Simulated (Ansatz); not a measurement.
## Ansatz run on TaN (P31m, 6 atoms in the cell): self-consistent single point

Method: PBEsol, default PAW files made with PBE (plane waves; Ansatz, a quantum-chemistry and plane-wave program).

Input as run:

Ansatz 0.2 input:
```yaml
crystal:
  lattice:
    - [5.23454200, 0.00000000, 0.00000000]
    - [-2.61727100, 4.53324600, 0.00000000]
    - [0.00000000, 0.00000000, 2.92932400]
  atoms:
    - { symbol: Ta, position: [0.00000000, 0.00000000, 0.01706900] }
    - { symbol: Ta, position: [0.33333300, 0.66666700, 0.50000000] }
    - { symbol: Ta, position: [0.66666700, 0.33333300, 0.50000000] }
    - { symbol: N, position: [0.39239000, 0.00000000, 0.00000000] }
    - { symbol: N, position: [0.60761000, 0.60761000, 0.00000000] }
    - { symbol: N, position: [0.00000000, 0.39239000, 0.00000000] }
basis:
  ecutwfc: 30.9 Ry
kpoints:
  mp_grid: { grid: [7, 7, 11] }
hamiltonian:
  xc: pbesol
  pseudopotentials: { kind: paw }
scf:
  occupations: { method: fermi_dirac, width: 0.0073 Ry }
output:
  forces: true
  eigenvalues: true
  stress: true
```

Output, abridged:

```
WARN the atoms were moved onto the symmetric positions of the space group found under crystal.symmetry.tolerance 1.0e-5 (fractional …
WARN ansatz: RAYON_NUM_THREADS=1 ignored (pool sized by the plan → 1); use --threads N
Pseudopotentials: kind: paw
Pseudopotential: Ta, paw, valence charge 13
Pseudopotential: N, paw, valence charge 5
Crystal: 6 atoms, lattice volume = 69.511 Å³
Basis set: ecut = 420.4159175005146 eV, 1323 PW (Γ), exchange–correlation on 72×72×40 points (8 copies of the dense FFT grid, shifted against one another)
Bands: 33, of which v1, the nominal top of the filled ones, is band 27 counted from 1 (26 counted from 0)
Symmetry: 6 space group operations
Space group: P31m (ITA 157), of the structure as read, at distance tolerance 4.1e-5 Å
k-points: 68 of 539 (time reversal used)
PAW frozen core: Ta, regenerated for the run's functional, and the local potential with it
PAW frozen core: N, regenerated for the run's functional, and the local potential with it
Initial density: superposition of atomic densities (neutral atoms: chi_scale 0, normalization atom), corrected by the library's trained network
Initial wavefunctions: pseudopotential atomic-orbital guess
Eigensolver: davidson
Functional: x = pbesol(κ = 0.804, μ = 0.12345679012345678), c = pbesol(β = 0.046)
SCF iter   1: F=—  HF=-30562.930056 eV  |F-HF|=—  |Δ(HF+E_count)|=         —  Δρ=1.14e-2  dr2=8.48e-2  ethr=1.77e-3  ⟨swp⟩=5.4  Hψ=9174  notcnv=0
all-band conjugate gradients solve this SCF's bands
preconditioner: auto → Kerker (q_TF=auto, 2.616 Å⁻¹)
SCF iter   2: F=—  HF=-30562.915073 eV  |F-HF|=—  |Δ(HF+E_count)|=   1.50e-2  Δρ=4.58e-3  dr2=1.16e-2  ethr=1.57e-4  ⟨swp⟩=2.3  Hψ=3440  notcnv=0
SCF iter   3: F=—  HF=-30562.913628 eV  |F-HF|=—  |Δ(HF+E_count)|=   1.44e-3  Δρ=2.07e-3  dr2=2.63e-3  ethr=2.15e-5  ⟨swp⟩=1.5  Hψ=2509  notcnv=0
SCF iter   4: F=—  HF=-30562.913108 eV  |F-HF|=—  |Δ(HF+E_count)|=   5.20e-4  Δρ=3.90e-4  dr2=7.69e-5  ethr=4.86e-6  ⟨swp⟩=2.0  Hψ=3119  notcnv=0
SCF iter   5: F=—  HF=-30562.913125 eV  |F-HF|=—  |Δ(HF+E_count)|=   1.71e-5  Δρ=8.16e-5  dr2=4.35e-6  ethr=1.42e-7  ⟨swp⟩=2.1  Hψ=3250  notcnv=0
SCF iter   6: F=—  HF=-30562.913125 eV  |F-HF|=—  |Δ(HF+E_count)|=   4.85e-7  Δρ=1.79e-5  dr2=2.27e-7  ethr=8.06e-9  ⟨swp⟩=2.5  Hψ=3588  notcnv=0
SCF iter   7: F=-30562.913125 eV  HF=-30562.913125 eV  |F-HF|=2.01e-9  |Δ(HF+E_count)|=   1.86e-8  Δρ=3.05e-6  dr2=5.35e-9  ethr=1.85e-10  ⟨swp⟩=5.6  Hψ=8547  notcnv=0
SCF 1 converged in 7 iterations: F = -30562.913125 eV  dr2 = 5.35e-9
SCF converged after 7 iterations
Free energy (F): -30562.913125 eV
Harris-Foulkes:  -30562.913125 eV  (|F-HF|=2.01e-9)
Internal energy: -30562.891448 eV  (E = F + TS)
E sigma→0 (E₀):  -30562.902286 eV
Entropy (-TS):   -0.021677 eV (-3.613 meV/atom)
Fermi energy:    19.117341 eV
--- Per-component energies (eV) ---
  E_band       = -247.843774
  E_kinetic    = 1491.431909
  E_local      = -2077.251134  (includes V_loc(G=0)·N_el)
  E_nonlocal   = 187.486509
  E_hartree    = 698.087288
  E_xc         = -831.092914
  E_vxc        = -841.592007  (∫ρ·V_xc dr)
  E_paw        = -25185.515499  (= ΣΔE_a)
  E_vpaw       = -404.095040  (= ΣTr[D̂ρ^β])
  E_aug_tail   = 0.000738  (compensation charges beyond the density's cutoff)
  E_ewald      = -4846.763582
  E_core_change = 0.725236  (= ΣΔE_core)
  E_smearing   = -0.021677  (= −TS)
  E_closure    = -0.000000  (closes the sum)
  Σ components = -30562.913125   (vs F -30562.913125, Δ=0.00e0)
--- Forces (eV/Å), atoms counted from 1 ---
  atom   1  Ta     0.00000000     0.00000000    -0.56149003
  atom   2  Ta    -0.00000000    -0.00000000     0.03982159
  atom   3  Ta    -0.00000000     0.00000000     0.03982159
  atom   4  N     -0.04037092     0.00000000     0.16061522
  atom   5  N      0.02018546     0.03496224     0.16061522
  atom   6  N      0.02018546    -0.03496224     0.16061522
  max |Σ_I F_I| component: 1.18e-6 eV/Å
--- Stress (GPa, compression-positive) ---
       -9.528289      -0.000000      -0.000000
        0.000000      -9.528289       0.000000
       -0.000000       0.000000     -11.223232
  P = ⅓ Tr σ = -10.0933 GPa (-100.933 kbar)
  The stress holds the Pulay correction. Without it, at fixed plane waves, as pw.x and ABINIT print it: P = -10.5326 GPa
--- Band table (eV; the first three rows and the last of 68) ---
  k-point 0: bands = ["-50.2414", "-50.2006", "-49.6138", "-17.0255", "-17.0255", "-16.6934", "-16.6934", "-16.5335", "-16.4339", "-16.2713", "-16.2713", "-15.6605", "0.9814", "3.6201", "3.6201", "9.8609", "12.6351", "12.6351", "12.7164", "13.4747", [...]
  k-point 1: bands = ["-50.2381", "-50.1975", "-49.6109", "-17.0148", "-17.0148", "-16.6821", "-16.6821", "-16.6011", "-16.4943", "-16.2702", "-16.2702", "-15.7126", "1.1327", "3.5807", "3.5807", "10.1293", "12.4940", "12.4940", "12.8517", [...]
  k-point 2: bands = ["-50.2293", "-50.1889", "-49.6033", "-16.9857", "-16.9857", "-16.7787", "-16.6537", "-16.6510", "-16.6510", "-16.2681", "-16.2681", "-15.8502", "1.5509", "3.4715", "3.4715", "10.8759", "12.1123", "12.1123", "12.8496", [...]
  k-point 67: bands = ["-50.2214", "-50.2139", "-49.6112", "-17.0581", "-16.9054", "-16.8061", "-16.5774", "-16.5602", "-16.5388", "-16.3010", "-16.2889", "-15.7142", "2.2666", "2.6460", "3.2607", "10.8622", "10.9306", "11.3553", "13.4654", [...]
```

The run converged in 7 iterations.

The starting cell comes from a database of computed structures (which also holds hypothetical and non-ambient phases and stackings), without a prior relaxation at this level. Its lattice was rescaled by up to half a per cent. One atom was moved a little off its site on purpose. Spin-orbit coupling is off. Spin polarisation is off. With a pressure of about -10 GPa the cell is away from its equilibrium volume at this level. Ansatz's pressure includes its estimate of the finite-basis (Pulay) stress.
